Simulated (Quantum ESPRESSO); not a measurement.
## Short convergence ladders for Tm (P-3m1, 2 atoms in the cell)

```
Tm
1.0
    1.76115    -3.05040     0.00000
    1.76115     3.05040     0.00000
    0.00000     0.00000     5.52225
Tm
2
Direct
  0.33333   0.66667   0.25905
  0.66667   0.33333   0.75000
```
Moments meant for the start (each program seeds them in its own way; μB, in the order of the atoms Tm Tm): 2.0 2.0.

Base method: LDA (PZ), SSSP 1.1.2 efficiency (PBE) pseudopotentials (plane waves; Quantum ESPRESSO 7.5).

Base settings: ecutwfc = 50 Ry; ecutrho = 400 Ry; occupations = smearing; smearing = fermi-dirac; degauss = 0.0073499 Ry; nspin = 2; input_dft = pz; potentials = {Tm: Tm.GGA-PBE-paw-v1.0.UPF}; K_POINTS = automatic 4 4 2 0 0 0; conv_thr = 1e-10 Ry.

The count of work is k-points × plane waves × bands × iterations; it is no time. 

**The plane-wave cutoff**

Moved along: ecutrho.

The mesh stays at the base's, so the ladder's end is converged at best in this setting alone.

Only quantities that move along the ladder and can be compared are tabulated.

```tsv
ecutwfc	free energy less the last step's (meV/atom)	pressure (GPa)	largest difference of a force vector from the last step's (eV/Å)	count of work / last
17.5 Ry	1043.08	-41.25	0.011	0.14
20 Ry	289.92	-9.70	0.004	0.17
22 Ry	182.96	-3.59	0.001	0.20
50 Ry	7.00	-2.10	0.000	0.67
60 Ry	0.00	-1.94	0.000	1.0
```

Coarsest ecutwfc that holds the free energy within 5 meV/atom: not settled: the last two steps still differ by 7.0 meV/atom, over half the tolerance, so the ladder does not show it.

Coarsest ecutwfc that holds the forces within 0.005 eV/Å of the last step, with all finer ones: 20 Ry, at 0.17 of the last step's count of work; the step before is off by 0.011 eV/Å.

Coarsest ecutwfc that holds the pressure within 0.5 GPa of the last step, with all finer ones: 50 Ry; the step before is off by 1.7 GPa.

At the lowest cutoff the pressure lies 39.3 GPa under the last step's, the usual sign of Pulay stress in an incomplete plane-wave basis.

**The density cutoff**

The mesh stays at the base's, so the ladder's end is converged at best in this setting alone.

Only quantities that move along the ladder and can be compared are tabulated.

```csv
ecutrho,free energy less the last step's (meV/atom),pressure (GPa)
100 Ry,-3.39,-2.01
200 Ry,-0.43,-2.10
400 Ry,-0.02,-2.10
500 Ry,0.00,-2.12
```

Coarsest ecutrho that holds the free energy within 2 meV/atom of the last step, with all finer ones: 200 Ry; the step before is off by 3.4 meV/atom.

Coarsest ecutrho that holds the pressure within 0.1 GPa of the last step, with all finer ones: 200 Ry; the step before is off by 0.11 GPa.

On the base run: the starting cell has typed, rounded lattice constants, without a prior relaxation at this level. Its lattice was rescaled by up to half a per cent. One atom was moved a little off its site on purpose. The magnetic order is the one reached from the typed start; others were not searched systematically. With U or open f shells several self-consistent states can exist. The f electrons are in the valence without U or exact exchange, which can misplace them near the Fermi level. Spin-orbit terms, which matter for f shells, are left out. Without a gap this mesh is coarse (it stands for a supercell whose shortest vector is 11 Å).
